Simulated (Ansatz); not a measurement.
BAs: energy against strain

BAs (zinc blende, F-43m, 13.548 Å³/atom at rest) under an equal strain ε in the (111) plane with the normal axis free, as in a coherent film. PBEsol in Ansatz, a plane-wave DFT program (PAW, default set), 420 eV, 12×12×12 Γ-centred mesh, Fermi-Dirac smearing 0.05 eV; ions are relaxed within the symmetry of each cell.

Here s stands for strain and y for E less E0.

```csv
strain (%),E less E0 (meV/atom)
-1.25,5.06
-0.83,2.21
-0.42,0.56
0.00,0.00
0.42,0.55
0.83,2.12
1.25,4.76
2.50,?
```

**Question.** Fit y against s with a parabola, and predict the withheld value at s = 2.50.

**Answer.** Least squares gives y = 0.000 - 0.0935·s + 3.1421·s². Residuals (row less fit): 0.034, -0.032, -0.034, 0.000, 0.035, 0.033, -0.033; standard error 0.041 (degrees of freedom: 4). Twice the quadratic coefficient over the volume, 2 × 3.1421 meV × 10⁴ × 0.1602 / 13.548 Å³, is twice the biaxial elastic modulus of this plane = 743 ± 6 GPa. At the withheld row, y = 0.000 - 0.0935 × 2.50 + 3.1421 × 2.50² = 19.404 meV/atom. The calculation gives 18.45 meV/atom, 0.954 meV/atom below the prediction (5.2 % of the range of y in the table). The row lies outside the fitted rows, so this is an extrapolation. From the scatter of the fitted rows alone, a prediction at this place has a standard error of 0.156 meV/atom, so the miss is 6.1 times that.

One order more, fitted to all 13 runs of the series, follows each within 0.01, so the miss is the next term of a smooth law. Rows are the converged runs of the series near zero and its far end; series whose fitted rows scatter by over a few per cent of the range, as at a crossing or softening among them, aren't shown in this form. Most that stay on the fit to the last digits aren't either.
